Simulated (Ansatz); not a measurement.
Defect migration in beta Ga2O3 with all lengths changed by +1 %: interstitial Li, charge state +1. The step: one Li atom jumps by itself; the atom moves 1.36 Å along (0.00, 0.44, 0.00) of the unit cell; the moving atom starts with neighbours 2 Ga at 2.28; 2 O at 1.77, 2 O at 1.97 Å and ends with 2 Ga at 2.28; 2 O at 1.77, 2 O at 1.97 Å. DFT values are from Ansatz (plane-wave PAW, 420 eV unless said) in a cell of 120 host sites, spin-restricted, static, with no finite-size correction. The charge state is imposed; whether it is stable for some Fermi level was not computed. Sites that were not tried may lie lower. The start lies 0.45 eV above the lowest site run (PBE). For the PBE band: the saddle point's order was not checked.

| Level | Forward barrier (eV) | Cost of the band or of the saddle's single point |
|---|---|---|
| CHGNet universal potential (has no charge state), its own band | 0.06 | - |
| PBE, the Γ point alone, band relaxed | 0.08 | about 27 core-minutes (a rough figure) |
| PBE, a 2×2×2 k-point mesh shifted by half a step, same geometries | 0.09 | about 16 core-minutes (a rough figure) |

Ansatz is a first-principles code.
